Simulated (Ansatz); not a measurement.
Functionals compared on the (113) surface of diamond, 1 pair of surface atoms bonded, no caps (bottom of the slab: built like the top, H on every dangling bond, free), in Ansatz (plane waves, PAW). The structure was relaxed with PBE; the other rows are single points on it. Cutoff 420 eV (500 eV for r2SCAN).

Set-up: 44 atoms, 11.3 Å thick at the start with caps and adatoms (thin: gaps and levels are the slab's own); mesh 5x6x1; 0.025 eV smearing; dipole correction on; 8 atoms held, the rest relaxed; no symmetry held; no spin, no spin-orbit, no U. In PBE it is, or lies within 0.01 eV a 1x1 cell of, the lowest of the 2 structures of its composition computed so far; subsurface sites and larger cells were not tried. These notes are the PBE run's.

```csv
functional,gap of the slab on its k-mesh (eV),highest filled level below the top vacuum level (eV),rough cost of the single point
PBE,1.79,6.04,–
r2SCAN,1.96,6.23,around 5 core-minutes (rough)
```

Ansatz is a quantum-chemistry and plane-wave program.
